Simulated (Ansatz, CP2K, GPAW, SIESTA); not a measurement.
# One structure in several programs: Ti (P6_3/mmc, 4 atoms in the cell)

Self-consistent single point.

```yaml
crystal:
  lattice:
    - [2.92199, 0.00000, 0.00000]
    - [-1.46099, 2.53051, 0.00000]
    - [0.00000, 0.00000, 9.40151]
  atoms:
    - { symbol: Ti, position: [0.00000, 0.00000, 0.00000] }
    - { symbol: Ti, position: [0.00000, 0.00000, 0.50000] }
    - { symbol: Ti, position: [0.33333, 0.66667, 0.25000] }
    - { symbol: Ti, position: [0.66667, 0.33333, 0.75000] }
```

Shared settings, as Ansatz (a program for electronic structure) writes them: kpoints.mp_grid.grid = 9 9 3; scf.occupations.method = gaussian; scf.occupations.width = 0.2 eV. Potentials and cutoffs stand in the table.

```json
[
 {"code": "CP2K", "model": "LDA (Pade form), GPW, DZVP-MOLOPT-SR-GTH basis, GTH-PADE potentials (GTH_POTENTIALS)", "pressure (GPa)": "-7.56", "cutoff": "grid 600 Ry"},
 {"code": "GPAW", "model": "LDA (Perdew-Wang 92), GPAW PAW datasets LDA (gpaw-data 1.0.1)", "pressure (GPa)": "-7.80", "cutoff": "800 eV"},
 {"code": "SIESTA", "model": "LDA PW92, numerical atomic orbitals TZP, PseudoDojo LDA standard norm-conserving potentials (rewritten from UPF to PSML)", "pressure (GPa)": "-10.81", "cutoff": "grid 350 Ry"},
 {"code": "Ansatz", "model": "LDA (PW92), default PAW files made with PBE", "pressure (GPa)": "-7.89", "cutoff": "420 eV"}
]
```

On Ansatz's run: spin polarisation is off.

The spread over the programs that give each value: pressure within 3.25 GPa.

CP2K and SIESTA use small atom-centred bases, whose incompleteness enters pressures, forces and empty levels differently from a plane-wave cutoff. Ansatz's pressure is given at a fixed set of plane waves, as the other plane-wave codes print theirs; with its correction for the finite basis it is -7.86 GPa. In the pressure, SIESTA (by 2.96) lies more than 1 GPa from the median of the plane-wave programs.

The starting cell was generated: these elements placed on a structure prototype, without a prior relaxation; it need not be a known phase or ordering of this composition. Its lattice was rescaled by a random factor within 2.5 % of one.

Left out of this page: Elk and FLEUR (not drawn, or without a comparable value).

Keys are those of Ansatz 0.2.
